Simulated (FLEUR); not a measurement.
Worked example: self-consistent single point of SbPt (P6_3/mmc, 4 atoms in the cell) in FLEUR.

Level of theory: FLEUR with LDA (Perdew-Zunger), all-electron FLAPW (FLEUR), scalar-relativistic valence.

```xyz
4
Lattice="4.1453 0.0000 0.0000 -2.0726 3.5899 0.0000 0.0000 0.0000 5.4965" Properties=species:S:1:pos:R:3 pbc="T T T"
Sb     2.0726     1.1966     4.1224
Sb     0.0000     2.3933     1.3741
Pt     0.0000     0.0000     2.7483
Pt     0.0000     0.0000     0.0000
```

Reference input (self-consistent single point, DFT, PBEsol, all-electron FLAPW (FLEUR), scalar-relativistic valence): Kmax = 4.2 1/bohr; GmaxXC = 14.7 1/bohr; xcFunctional = PBEs; jspins = 1; l_soc = F; mode = hist; fermiSmearingEnergy = 0.00367493 Htr; mesh (inpgen div1-3) = 8 8 5; inpgen gamma flag = true; Gmax = 14.7 1/bohr; numbands = 0; maxIterBroyd = 99. This run's input differs from it in these lines:

```diff
@@ -16,3 +16,3 @@
 &comp jspins=1 /
-&exco xctyp='PBEs' /
+&exco xctyp='pz' /
 &kpt div1=8 div2=8 div3=5 gamma=t /
@@ -29,3 +29,3 @@
       <coreElectrons ctail="T" frcor="F" kcrel="0" coretail_lmax="0"/>
-      <xcFunctional name="PBEs" relativisticCorrections="F"/>
+      <xcFunctional name="pz" relativisticCorrections="F"/>
       <magnetism jspins="1"/>
```

Output (repeated stretches shortened):

```
 Iteration:     1   Distance:      11.57277743 me/bohr^3
 Iteration:     2   Distance:      10.27625440 me/bohr^3
 Iteration:     3   Distance:       4.99683309 me/bohr^3
 Iteration:     4   Distance:       1.63507779 me/bohr^3
 Iteration:     5   Distance:       1.22337868 me/bohr^3
   [... 7 lines left out ...]
 Iteration:    13   Distance:       0.00040807 me/bohr^3
 Iteration:    14   Distance:       0.00005545 me/bohr^3
 Iteration:    15   Distance:       0.00004267 me/bohr^3
 Iteration:    16   Distance:       0.00000966 me/bohr^3
 Run finished successfully
 Stop message:
   Structural relaxation: Done

[file out, last iteration]
             iter=     17
[...]
          total density-effective poten   -8.6325014447E+04
          total charge density-energy d   -1.0245090834E+03
 Updated energy parameters for spin:           1
[...]
 fermi energy and band-weighting factors:

[...]
FERMIE:
          first approx. to ef    (T=0)  :   0.423022 htr   (energy of the highest occ. eigenvalue)
          number of occ. states  (T=0)  :        927
          first approx. to seigv (T=0)  : -23.841276 htr
          sum of weights of occ. states :  31.043750
          sum of semicore charge        :   0.000000 e
FERHIS:  Fermi-Energy by histogram:
          bandgap                     :   0.000403 htr
   [... lines left out ...]
          charge neutrality (T=0)     :   0.087500    (zero if the highest occ. eigenvalue is "entirely" occupied)
     EF_NEWTON:  Adjust Fermi-Energy by Newton-Method.
 Direct bandgap for spin            1 :    1.5237136084233549E-002  Htr
 ---->    free energy=                    -49829.3416484265 htr
   [... lines left out ...]
      extrapolation for T->0
 ---->    total electron energy=          -49829.3403318619 htr
 ***** TOTAL FORCES ON ATOMS *****
 TOTAL FORCE FOR ATOM TYPE=  1  X= -3.917   Y=  2.261   Z= -2.597
                       FX_TOT= 0.000000 FY_TOT= 0.000000 FZ_TOT= 0.000000
 TOTAL FORCE FOR ATOM TYPE=  2  X=  0.000   Y=  0.000   Z=  5.193
                       FX_TOT= 0.000000 FY_TOT= 0.000000 FZ_TOT= 0.000000
 Structural relaxation: Done
```

The run converged in 16 iterations. FLEUR gives forces in its relaxation mode, with a further iteration, so its stop message speaks of a relaxation. 

The starting cell comes from a database of computed structures (which also holds hypothetical and non-ambient phases and stackings), without a prior relaxation at this level. Its lattice was rescaled by a random factor within 2.5 % of one. Spin-orbit coupling is off. Spin polarisation is off. Values depend on the basis (sphere radii, cutoffs, local orbitals), which need not be converged. The log's line on a gap gives a spacing of levels on this mesh, which the program prints for metals too.

Cost on one core of a shared machine: roughly 2 min.
